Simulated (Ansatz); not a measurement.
Start from MoS2 (space group P6_3/mmc, No. 194; layered, stacked along the Cartesian z axis).

```xyz
6
Lattice="3.1493 0.0000 0.0000 -1.5747 2.7274 0.0000 0.0000 0.0000 12.0895" Properties=species:S:1:pos:R:3 pbc="T T T"
Mo     1.5747     0.9091     9.0671
Mo     0.0000     1.8183     3.0224
S      1.5747     0.9091     4.5882
S      0.0000     1.8183    10.6329
S      0.0000     1.8183     7.5013
S      1.5747     0.9091     1.4565
```

The values are results of Kohn–Sham DFT with the PBE-D3(BJ) functional, run in Ansatz (an electronic-structure program) with PAW and 420 eV plane waves, scalar-relativistic without spin-orbit coupling, not measurements.

For the base:

The smallest direct gap is 1.70 eV, the band gap is 0.77 eV and the hole mass is 1.0 mₑ along c, 0.61 mₑ across (at Γ).

Perturbation: a hydrostatic pressure of 5 GPa.

### Question
What happens to the smallest direct gap, band gap and hole mass?

### Answer
The smallest direct gap goes up by 0.09 eV to 1.79 eV; the band gap falls by 0.306 eV to 0.47 eV; the hole mass changes from 1.0 mₑ along c, 0.61 mₑ across (at Γ) to 1.3 mₑ along c, 0.44 mₑ across (at Γ).

Load acts through the strain it causes; cell and atoms are relaxed under it. Masses are band curvatures over ±0.01 Å⁻¹ around the edge. No phonon test of stability was made. No other phases were tried under pressure.
